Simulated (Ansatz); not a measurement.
# Input and output of a self-consistent single point for Bi (Im-3m, 1 atom in the cell) (Ansatz)

Method of the run: LDA (PW92), default PAW files made with PBE (plane waves; Ansatz, a first-principles code).

Input:

Ansatz 0.2 input:
```yaml
crystal:
  lattice:
    - [-1.98737400, 1.98737400, 1.98737400]
    - [1.98737400, -1.98737400, 1.98737400]
    - [1.98737400, 1.98737400, -1.98737400]
  atoms:
    - { symbol: Bi, position: [0.00000000, 0.00000000, 0.00000000] }
basis:
  ecutwfc: 420.0 eV
kpoints:
  mp_grid: { grid: [12, 12, 12] }
hamiltonian:
  xc: lda
  pseudopotentials: { kind: paw }
scf:
  occupations: { method: gaussian, width: 0.1 eV }
output:
  forces: true
  eigenvalues: true
  stress: true
```

Log, with long lists cut:

```
WARN ansatz: RAYON_NUM_THREADS=1 ignored (pool sized by the plan → 1); use --threads N
Pseudopotentials: kind: paw
Pseudopotential: Bi, paw, valence charge 15
Crystal: 1 atoms, lattice volume = 31.398 Å³
Basis set: ecut = 420 eV, 627 PW (Γ)
Bands: 12, of which v1, the nominal top of the filled ones, is band 8 counted from 1 (7 counted from 0)
Symmetry: 48 space group operations
Space group: Im-3m (ITA 229), of the structure as read, at distance tolerance 3.2e-5 Å
k-points: 72 of 1728
PAW frozen core: Bi, regenerated for the run's functional, and the local potential with it
Initial density: superposition of atomic densities (neutral atoms: chi_scale 0, normalization atom), corrected by the library's trained network
Initial wavefunctions: pseudopotential atomic-orbital guess
Eigensolver: davidson
Functional: x = slater, c = lda
SCF iter   1: F=—  HF=-12085.747311 eV  |F-HF|=—  |Δ(HF+E_count)|=         —  Δρ=2.93e-3  dr2=1.32e-3  ethr=1.77e-3  ⟨swp⟩=5.3  Hψ=4922  notcnv=0
all-band conjugate gradients solve this SCF's bands
preconditioner: auto → Kerker (q_TF=auto, 2.412 Å⁻¹)
SCF iter   2: F=—  HF=-12085.746588 eV  |F-HF|=—  |Δ(HF+E_count)|=   7.23e-4  Δρ=1.80e-3  dr2=5.14e-4  ethr=8.77e-6  ⟨swp⟩=2.5  Hψ=1923  notcnv=0
SCF iter   3: F=—  HF=-12085.746495 eV  |F-HF|=—  |Δ(HF+E_count)|=   9.25e-5  Δρ=4.56e-4  dr2=5.50e-5  ethr=3.43e-6  ⟨swp⟩=2.0  Hψ=1262  notcnv=0
SCF iter   4: F=—  HF=-12085.746479 eV  |F-HF|=—  |Δ(HF+E_count)|=   1.61e-5  Δρ=1.79e-4  dr2=1.15e-5  ethr=3.67e-7  ⟨swp⟩=3.0  Hψ=1433  notcnv=0
SCF iter   5: F=—  HF=-12085.746475 eV  |F-HF|=—  |Δ(HF+E_count)|=   4.40e-6  Δρ=3.98e-5  dr2=6.05e-7  ethr=7.68e-8  ⟨swp⟩=2.8  Hψ=1426  notcnv=0
SCF iter   6: F=-12085.746474 eV  HF=-12085.746474 eV  |F-HF|=4.00e-8  |Δ(HF+E_count)|=   2.28e-7  Δρ=1.33e-5  dr2=4.05e-8  ethr=6.67e-10  ⟨swp⟩=7.3  Hψ=4333  notcnv=0
SCF 1 converged in 6 iterations: F = -12085.746474 eV  dr2 = 4.05e-8
SCF converged after 6 iterations
Free energy (F): -12085.746474 eV
Harris-Foulkes:  -12085.746474 eV  (|F-HF|=4.00e-8)
Internal energy: -12085.742876 eV  (E = F + TS)
E sigma→0 (E₀):  -12085.744675 eV
Entropy (-TS):   -0.003598 eV (-3.598 meV/atom)
Fermi energy:    11.315588 eV
--- Per-component energies (eV) ---
  E_band       = -88.288250
  E_kinetic    = 302.768837
  E_local      = -1410.349814  (includes V_loc(G=0)·N_el)
  E_nonlocal   = 563.696577
  E_hartree    = 444.688116
  E_xc         = -150.572233
  E_vxc        = -144.717809  (∫ρ·V_xc dr)
  E_paw        = -10352.752141  (= ΣΔE_a)
  E_vpaw       = -289.054039  (= ΣTr[D̂ρ^β])
  E_aug_tail   = -0.000527  (compensation charges beyond the density's cutoff)
  E_ewald      = -1483.216808
  E_core_change = -0.004885  (= ΣΔE_core)
  E_smearing   = -0.003598  (= −TS)
  E_closure    = 0.000000  (closes the sum)
  Σ components = -12085.746474   (vs F -12085.746474, Δ=0.00e0)
--- Forces (eV/Å), atoms counted from 1 ---
  atom   1  Bi    -0.00000000     0.00000000    -0.00000000
  max |Σ_I F_I| component: 4.77e-31 eV/Å
--- Stress (GPa, compression-positive) ---
       -3.937675      -0.000000       0.000000
        0.000000      -3.937675      -0.000000
       -0.000000       0.000000      -3.937675
  P = ⅓ Tr σ = -3.9377 GPa (-39.377 kbar)
  The stress holds the Pulay correction. Without it, at fixed plane waves, as pw.x and ABINIT print it: P = -3.9640 GPa
--- Band table (eV; the first three rows and the last of 72) ---
  k-point 0: bands = ["-11.6550", "-11.6550", "-11.6550", "-11.5268", "-11.5268", "-2.2478", "16.2230", "16.2230", "16.2230", "20.3106", "21.7931", "21.7931"]
  k-point 1: bands = ["-11.6576", "-11.6504", "-11.6413", "-11.5298", "-11.5273", "-2.1233", "14.9777", "15.8535", "16.1151", "20.5218", "21.1550", "21.4289"]
  k-point 2: bands = ["-11.6647", "-11.6393", "-11.6039", "-11.5372", "-11.5287", "-1.7549", "12.7386", "15.0259", "15.8131", "19.3140", "20.3485", "21.5101"]
  k-point 71: bands = ["-11.6634", "-11.6634", "-11.4658", "-11.4658", "-11.4658", "2.7533", "9.4595", "9.4595", "9.4595", "14.8877", "14.8877", "26.5341"]
```

The run converged in 6 iterations.

The starting cell comes from a database of computed structures (which also holds hypothetical and non-ambient phases and stackings), without a prior relaxation at this level. Its lattice was rescaled by up to half a per cent. Spin-orbit coupling is off. With a pressure of about -4 GPa the cell is away from its equilibrium volume at this level. Ansatz's pressure includes its estimate of the finite-basis (Pulay) stress.
